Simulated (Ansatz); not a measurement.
Defect calculation: Br on the F site in rock-salt LiF

Method: PBE, PAW (plane waves to 420 eV; Ansatz, a program for electronic structure). The supercell holds 64 host sites (2×2×2 repeats of the unit cell), with a 2×2×2 shifted k-point sampling for the final energies. Site at the start: the F site. Finite-size correction: monopole term and site-potential alignment. Dielectric constants: PBE linear response of the host. Host gap at this level: 8.83 eV. A cell of this size leaves errors of a few tenths of an eV. The semilocal functional narrows the gap, so deep levels can fall outside it. Spin–orbit coupling is left out. Each state is the lowest found from its start.

| charge | moment (μB) | point group | largest move off a lattice site (Å) | image correction with alignment (eV) |
|---|---|---|---|---|
| +1 | 1.0 | D3d | 0.32 | 0.53 |
| 0 | not spin-polarised | Oh | 0.25 | 0.00 |
| −1* | 1.0 | near Oh | 0.26 | – |

* At this level the carrier isn't localised at the defect: at charge −1 electrons occupy the conduction band. Such a state is shallow or no state of the defect, and this cell gives it no level.

Point groups are those of the whole cell at tolerances of 0.03 and 0.1 Å ("near" where only the looser one holds); none is given for unsettled states.

Transition levels above the valence-band maximum: ε(+1/0) = 0.94 eV. On the lower envelope of the bound states, inside the gap: (+1/0) at 0.94 eV.

Flagged in the runs: a doubtful potential alignment.

All states together cost very roughly 18 core-minutes.
